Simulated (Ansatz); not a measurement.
Ansatz (a program for electronic structure) run on BaGaGeH (P3m1, 4 atoms in the cell): self-consistent single point.

Method of the run: PBEsol, default PAW files made with PBE (plane waves; Ansatz).

The change in words: lattice scaled by 0.98; basis.ecutwfc: 420 eV → 230 eV. Reference geometry:
```
CELL_PARAMETERS angstrom
      4.39993     0.00000     0.00000
     -2.19997     3.81045     0.00000
      0.00000     0.00000     5.29591
ATOMIC_POSITIONS crystal
  Ba 0.33333 0.66667 0.00946
  Ga 0.00000 0.00000 0.55053
  Ge 0.66667 0.33333 0.44636
  H  0.00000 0.00000 0.88298
```

Reference input (self-consistent single point, DFT, PBEsol, plane waves, default PAW files made with PBE): basis.ecutwfc = 420 eV; kpoints.mp_grid.grid = 7 7 5; hamiltonian.xc = pbesol; hamiltonian.pseudopotentials = {kind: paw} (the program's default PAW files); scf.occupations.method = gaussian; scf.occupations.width = 0.136 eV. This run's input differs from it in these lines:

Ansatz 0.2 input:
```diff
@@ -2,5 +2,5 @@
   lattice:
-    - [4.39993000, 0.00000000, 0.00000000]
-    - [-2.19996500, 3.81045100, 0.00000000]
-    - [0.00000000, 0.00000000, 5.29590800]
+    - [4.31193100, 0.00000000, 0.00000000]
+    - [-2.15596600, 3.73424200, 0.00000000]
+    - [0.00000000, 0.00000000, 5.18999000]
   atoms:
@@ -11,3 +11,3 @@
 basis:
-  ecutwfc: 420.0
+  ecutwfc: 230.0
 kpoints:
```

Output, abridged:

```
SCF iter   1: F=—  HF=-13872.226789 eV  |F-HF|=—  |Δ(HF+E_count)|=         —  Δρ=1.81e-2  dr2=1.18e-1  ethr=1.77e-3  ⟨swp⟩=5.4  Hψ=3609  notcnv=0
all-band conjugate gradients solve this SCF's bands
preconditioner: auto → Resta (q_TF=auto, 2.392 Å⁻¹)
SCF iter   2: F=—  HF=-13871.297011 eV  |F-HF|=—  |Δ(HF+E_count)|=   9.30e-1  Δρ=1.27e-2  dr2=9.51e-2  ethr=3.11e-4  ⟨swp⟩=2.2  Hψ=1753  notcnv=0
   [... lines left out ...]
SCF iter   7: F=—  HF=-13871.268471 eV  |F-HF|=—  |Δ(HF+E_count)|=   1.27e-6  Δρ=1.02e-5  dr2=1.20e-7  ethr=1.08e-8  ⟨swp⟩=2.0  Hψ=1147  notcnv=0
SCF iter   8: F=-13871.268471 eV  HF=-13871.268471 eV  |F-HF|=2.11e-9  |Δ(HF+E_count)|=   2.91e-8  Δρ=2.53e-6  dr2=7.62e-9  ethr=2.63e-10  ⟨swp⟩=4.0  Hψ=2191  notcnv=0
the search or the solves at the SCF's close seem to have found levels that the self-consistency loop had missed (the run counts 1) …
SCF 1 converged in 8 iterations: F = -13871.268471 eV  dr2 = 7.62e-9
Free energy (F): -13871.268471 eV
Internal energy: -13871.268420 eV  (E = F + TS)
E sigma→0 (E₀):  -13871.268446 eV
Entropy (-TS):   -0.000051 eV (-0.013 meV/atom)
Fermi energy:    8.813869 eV
--- Forces (eV/Å), atoms counted from 1 ---
  atom   1  Ba     0.00000000    -0.00000000     0.01551606
  atom   2  Ga     0.00000000     0.00000000    -0.23192376
  atom   3  Ge     0.00000000    -0.00000000    -0.00149443
  atom   4  H      0.00000000    -0.00000000     0.21787202
--- Stress (GPa, compression-positive) ---
       -0.129564      -0.000000      -0.000000
       -0.000000      -0.129564       0.000000
       -0.000000       0.000000      -0.613616
  P = ⅓ Tr σ = -0.2909 GPa (-2.909 kbar)
  The stress holds the Pulay correction. Without it, at fixed plane waves, as pw.x and ABINIT print it: P = -66.7568 GPa
```

The run converged in 8 iterations. Against the reference run the free energy goes up by 1.46 eV/atom, the pressure goes from -3.36 to -0.29 GPa and the largest force goes from 0.116 to 0.232 eV/Å.

The starting cell comes from a database of computed structures (which also holds hypothetical and non-ambient phases and stackings), without a prior relaxation at this level. Its lattice was rescaled by up to half a per cent. One atom was moved a little off its site on purpose. For this run, on top of that: lattice scaled by 0.98. Ansatz's pressure includes its estimate of the finite-basis (Pulay) stress. Without the estimate this run gives -66.76 GPa. The cutoff lies below the one recommended for these files.
